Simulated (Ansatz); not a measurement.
An Ansatz (a program for electronic structure) input (DFT with PBE-D3(BJ), PAW potentials and a 420 eV plane-wave cutoff in Ansatz, no spin-orbit coupling, earlier PAW set):

Ansatz 0.2 input:
```yaml
crystal:
  lattice:
    - [11.2369147677, 0, 0]
    - [0, 4.029113078, 0]
    - [0, 0, 4.2919202406]
  atoms:
    - { symbol: Sn, position: [0.6184214746, 0.75, 0.6117611084] }
    - { symbol: Sn, position: [0.8815785254, 0.25, 0.1117611084] }
    - { symbol: Sn, position: [0.3815785254, 0.25, 0.3882388916] }
    - { symbol: Sn, position: [0.1184214746, 0.75, 0.8882388916] }
    - { symbol: S, position: [0.3528675972, 0.75, 0.9752636226] }
    - { symbol: S, position: [0.1471324028, 0.25, 0.4752636226] }
    - { symbol: S, position: [0.6471324028, 0.25, 0.0247363774] }
    - { symbol: S, position: [0.8528675972, 0.75, 0.5247363774] }
basis: { ecutwfc: 420, ecutrho_ratio: 4, xc_grid: 2, fft_grid_basis: typed }
kpoints: { mp_grid: { grid: [3, 8, 8] } }
hamiltonian:
  xc: pbe
  dispersion: d3bj
  pseudopotentials: { azcp: { folder: ./paw }, kind: paw }
scf: { occupations: { method: fermi_dirac, width: 0.05 }, convergence: { dr2_threshold: 0.0000000008 } }
relax: { f_tol: 0.005, max_steps: 50 }
output: { forces: true, stress: true }
checkpoint: { write: state.ck, write_every: 1000 }
```

Problem. Which symmetry and how many k-points will the program report, and about how many plane waves at Γ?

Solution. Space group Pnma (ITA 62) with 8 operations, k-points 50 of 192, and 3783 plane waves at Γ.

Problem. And the final pressure?

Solution. -0.78 GPa (compression positive).

The cells carry an imposed strain or load. No phonon test of stability was made. The cell was made from SnS in the GeS type structure (space group Pnma, No. 62) by this change: isotropic strain +0.73 %.
